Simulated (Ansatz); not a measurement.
SiO2 (P4₁2₁2, No. 92) was calculated with LDA (Ansatz, a quantum-chemistry and plane-wave program, plane waves, PAW).

Run with plane-wave cutoff 500 eV, 6×6×6 k mesh, gaussian smearing 0.02 eV, scalar-relativistic PAW data made under PBE.

Computed at the level's own relaxed cell.

Task: Estimate the volume per atom, equilibrium lattice constant a, c axis length and band gap that the calculation returns.

Result: 
- volume per atom: 13.99 Å³/atom
- equilibrium lattice constant a: 4.944 Å
- c axis length: 6.871 Å
- band gap: 5.55 eV (on the SCF k mesh)

Computed values are for the static lattice.

The result took about 5 core-minutes (a rough figure).
